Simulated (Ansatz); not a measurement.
We consider RhPtN2 (model structure, started from the PtCoO2 type, R-3m, No. 166, 4 atoms in the cell), described by LDA (Ansatz, a quantum-chemistry and plane-wave program, plane waves, PAW).

Settings: plane-wave cutoff 520 eV, 22×22×22 k mesh, Fermi–Dirac smearing 0.05 eV, no spin polarisation, scalar-relativistic PAW data made under PBE.

Cell (relaxed at this level):

PtRhN2 has the trigonal space group R-3m, hexagonal axes (No. 166), Pearson symbol hR4. Conventional cell: a = b = 2.8668 Å, c = 18.4739 Å, α = β = 90.00°, γ = 120.00°. Rh on 3b is surrounded by 6 N at 2.018 Å (octahedral). Pt on 3a has 2 N at 1.924 Å (linear). N on 6c is coordinated by 1 Pt at 1.924 Å and 3 Rh at 2.018 Å. (Neighbours: up to the widest gap in distance over summed covalent radii, below 1.35, at either atom; cation-cation and far metal-metal contacts left out.)
(The calculation used a cell of 4 atoms; values per cell refer to that cell.)

Estimate the bulk modulus that the calculation returns.


* **bulk modulus**: 258 GPa

Note: the run has no spin polarisation, so it can have missed a magnetic state; the bulk modulus is −V dP/dV from two relaxed cells at ±2 % in volume; the relaxation could raise the start's symmetry but not lower it, so the cell can be a saddle point.

Spin–orbit coupling is not included; it can open a gap where bands touch, and shift volumes and moduli.

Static lattice: no zero-point or thermal effects.

Computing time: very roughly 11 core-minutes.

A model structure was made by putting elements into a prototype or built by hand; it is no filed structure, need not be a known phase, and can be a saddle point held by its symmetry.
